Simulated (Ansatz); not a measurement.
**A computed series for BeS: response to strain**

The parent structure is BeS in the zinc blende structure (space group F-43m, No. 216; a = 4.7964 Å). Axes: x, y, z lie along the cube axes.

Strains are applied to the cell and any free atomic positions relax; under biaxial strain the out-of-plane vector relaxes too.

Calculations: Ansatz (an electronic-structure program) LDA, without spin-orbit coupling.

Notes on the quantities. in-plane stress: mean in-plane stress (compression positive); energy relative to the base: free energy F.

```csv
case,volume per atom,band gap,in-plane stress,energy relative to the base
base,13.79 Å³,2.82 eV,–,0 meV/atom
"biaxial strain −2.50 %, plane normal [111], relaxed out of plane",13.25 Å³,2.59 eV,+6.7 GPa,+14 meV/atom
"biaxial strain −1.67 %, plane normal [111], relaxed out of plane",13.43 Å³,2.68 eV,+4.3 GPa,+6.1 meV/atom
"biaxial strain −1.25 %, plane normal [111], relaxed out of plane",13.52 Å³,2.72 eV,+3.2 GPa,+3.4 meV/atom
"biaxial strain +0.42 %, plane normal [111], relaxed out of plane",13.88 Å³,___,-1.0 GPa,___
"biaxial strain +0.83 %, plane normal [111], relaxed out of plane",13.98 Å³,2.79 eV,-2.0 GPa,+1.4 meV/atom
"biaxial strain +1.25 %, plane normal [111], relaxed out of plane",14.07 Å³,2.78 eV,-2.9 GPa,+3.2 meV/atom
"biaxial strain +1.67 %, plane normal [111], relaxed out of plane",14.16 Å³,2.76 eV,-3.8 GPa,+5.7 meV/atom
"biaxial strain +2.08 %, plane normal [111], relaxed out of plane",14.25 Å³,2.75 eV,-4.7 GPa,+8.7 meV/atom
"biaxial strain +2.50 %, plane normal [111], relaxed out of plane",14.35 Å³,2.73 eV,-5.6 GPa,+12 meV/atom
```

Q: Fill in the withheld entries from the trend.

A: 
- biaxial strain +0.42 %, plane normal [111], relaxed out of plane, band gap: 2.81 eV
- biaxial strain +0.42 %, plane normal [111], relaxed out of plane, energy relative to the base: +0.4 meV/atom

Whether these cells are dynamically stable was not tested.
